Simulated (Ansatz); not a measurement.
The cell is built on a prototype and need not be the phase stable at ambient conditions.

By PBEsol, the system below comes out a metal.

The ballistic (Sharvin) conductance counts the channels at the Fermi level: G/A = (e²/h) × channels of both spins per area.

Given:

```xyz
2
Lattice="2.6763 0.0000 0.0000 0.0000 3.7849 0.0000 0.0000 1.8925 1.8925" Properties=species:S:1:pos:R:3 pbc="T T T"
Re     0.0000     0.0000     0.0000
C      1.3382     1.8925     0.0000
```

Space group of this cell: Pm-3m, CsCl type. The cell was relaxed by PBE-D3(BJ); by PBEsol its mean pressure is -3.1 GPa.

The current flows along the normal of the first two printed cell vectors. No spin-orbit coupling; the value is a mean over 0.1 eV about the Fermi level.

Question: Compute, with PBEsol (Ansatz, a program for electronic structure), the ballistic conductance per area.

Answer: 1.6 × 10¹⁵ S/m² for both spins.
